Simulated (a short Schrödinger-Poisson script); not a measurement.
Structure: MOS inversion layer, SiO2 on p-type GaN, at 300 K.

| layer | material | thickness (nm) | Na (cm⁻³) |
|---|---|---|---|
| 1 | SiO2 | 1.9 | - |
| 2 | GaN | 1300 | 2.2e17 |

The device is made up for the run: typed textbook-type constants, with dimensions and the other settings drawn at random. SiO2: permittivity 3.9, conduction-band edge (eV) 3.2, gap (eV) 9, electron mass (mₑ) 0.5. GaN: permittivity 9.5, conduction-band edge (eV) 0, gap (eV) 3.43, Nv at 300 K (cm⁻³) 4.6e19.

Channel valleys (confinement mass, in-plane density-of-states mass, number): Γ 0.2, 0.2, 1. At the gate the conduction-band edge of layer 1 lies 3.38 eV − eVg above the Fermi level of the channel; the field vanishes at the back. Gaps are held at their typed values at every temperature. Mesh 0.03 nm at interfaces.

Solved with a short Schrödinger-Poisson script written for these runs: 1D Poisson equation in equilibrium, electrons classical, Boltzmann, parabolic valleys, classical holes, full ionisation, no traps, pinning or gate leakage.

The same stack at other levels of the model or other numerical settings:

```json
[
 {"run": "base", "sheet density of all electrons at Vg = 1.9 V (cm⁻²)": "1.48e13", "sheet density of all electrons at Vg = 0.7 V (cm⁻²)": "2.14e12", "capacitance at Vg = 1.9 V (μF/cm²)": "1.75", "centroid of the channel electrons at Vg = 1.9 V (nm)": "0.25", "rough cost against the base": "about 1"},
 {"run": "electrons treated as classical, Fermi-Dirac", "sheet density of all electrons at Vg = 1.9 V (cm⁻²)": "1.18e13", "sheet density of all electrons at Vg = 0.7 V (cm⁻²)": "___", "capacitance at Vg = 1.9 V (μF/cm²)": "1.42", "centroid of the channel electrons at Vg = 1.9 V (nm)": "0.99", "rough cost against the base": "9"},
 {"run": "electrons treated as quantum, Hartree", "sheet density of all electrons at Vg = 1.9 V (cm⁻²)": "1.01e13", "sheet density of all electrons at Vg = 0.7 V (cm⁻²)": "8.37e11", "capacitance at Vg = 1.9 V (μF/cm²)": "1.31", "centroid of the channel electrons at Vg = 1.9 V (nm)": "1.83", "rough cost against the base": "30"},
 {"run": "electrons treated as quantum, Hartree plus LDA exchange-correlation", "sheet density of all electrons at Vg = 1.9 V (cm⁻²)": "1.05e13", "sheet density of all electrons at Vg = 0.7 V (cm⁻²)": "___", "capacitance at Vg = 1.9 V (μF/cm²)": "1.33", "centroid of the channel electrons at Vg = 1.9 V (nm)": "1.77", "rough cost against the base": "40"},
 {"run": "mesh six times as coarse", "sheet density of all electrons at Vg = 1.9 V (cm⁻²)": "1.45e13", "sheet density of all electrons at Vg = 0.7 V (cm⁻²)": "2.07e12", "capacitance at Vg = 1.9 V (μF/cm²)": "1.71", "centroid of the channel electrons at Vg = 1.9 V (nm)": "___", "rough cost against the base": "0.6"}
]
```

Problem. What belongs in the gaps?

Solution. 
- mesh six times as coarse, centroid of the channel electrons at Vg = 1.9 V (nm): 0.36
- electrons treated as quantum, Hartree plus LDA exchange-correlation, sheet density of all electrons at Vg = 0.7 V (cm⁻²): 1.00e12
- electrons treated as classical, Fermi-Dirac, sheet density of all electrons at Vg = 0.7 V (cm⁻²): 1.67e12

The classical rows ignore confinement, and Boltzmann statistics overrate the density once the band edge passes the Fermi level.

In real p-type GaN the Mg acceptor is only partly ionised, and so wide a gap doesn't supply an inversion layer without source and drain.
